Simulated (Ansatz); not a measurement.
A computed series for InAs: response to strain

Start from InAs in the zinc blende structure (space group F-43m, No. 216; a = 6.026 Å).

Strains are applied to the cell and any free atomic positions relax.

Computed with DFT with LDA, PAW potentials and a 420 eV plane-wave cutoff in Ansatz (a quantum-chemistry and plane-wave program), no spin-orbit coupling.

Candidates:
(a) isotropic strain +2.00 %
(b) isotropic strain +1.50 %
(c) isotropic strain −2.50 %

Notes on the quantities. energy relative to the base: free energy F.

Order them by energy relative to the base, lowest first.

(b) isotropic strain +1.50 % (+9.8 meV/atom), (a) isotropic strain +2.00 % (+17 meV/atom), (c) isotropic strain −2.50 % (+32 meV/atom)

A case with no gap was solved on a k-mesh chosen for an insulator, which is coarse for it. Whether these cells are dynamically stable was not tested. All final runs are without spin polarisation.
